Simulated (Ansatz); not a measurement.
The parent structure is CsGeCl3 (space group R3m, No. 160; a = 7.488 Å, c = 9.225 Å (hexagonal axes); a cell from a computed database, its experimental status unchecked).

Levels (all Ansatz, a quantum-chemistry and plane-wave program, PAW): PBEsol (420 eV, no spin-orbit coupling); r2SCAN (500 eV, without spin-orbit coupling); HSE06 (420 eV, no SOC).

At the geometry relaxed with PBEsol, these levels gave the following band gaps, in shuffled order: (a) 2.08 eV, (b) 1.33 eV, (c) 1.67 eV.

Task: Match each gap to its level.

Result: (a) HSE06; (b) PBEsol; (c) r2SCAN.

Single points use the geometry relaxed with PBEsol. HSE06 was sampled on its mesh, a few special points and the semilocal edge points, so its gap is an upper bound. Stability against distortions was not tested.
